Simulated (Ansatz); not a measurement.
We consider In₂Ge₂O₇ (Fd-3m, No. 227, 22 atoms in the cell; start mp-1190319), described by r²SCAN (plane waves, PAW; Ansatz, an electronic-structure program).

Run with plane-wave cutoff 560 eV, 6×6×6 k mesh, Fermi–Dirac smearing 0.01 eV, scalar-relativistic PAW data made under PBE.

Cell (relaxed with PBEsol):

Space group Fd-3m, origin choice 1 (No. 227); a = b = c = 9.761 Å, α = β = γ = 90.00°

| atom | site | symmetry | x | y | z |
|---|---|---|---|---|---|
| In | 16c | .-3m | 0.1250 | 0.1250 | 0.1250 |
| Ge | 16d | .-3m | 0.6250 | 0.6250 | 0.6250 |
| O | 8a | -43m | 0.0000 | 0.0000 | 0.0000 |
| O | 48f | 2.mm | 0.0000 | 0.0000 | 0.2954 |
(The calculation used a cell of 22 atoms; values per cell refer to that cell.)

**Question.** Predict the band gap and smallest direct gap on the k points sampled.

**Answer.** 
- band gap = 2.01 eV
- smallest direct gap on the k points sampled = 2.07 eV

Note: cell and atoms aren't relaxed at this level (largest force component 0.18 eV/Å, pressure -1.8 GPa).

Spin–orbit coupling is not included.

It cost around 2.2 core-minutes (rough) of CPU time.

A start named mp-… is a Materials Project structure, which need not be a measured phase.
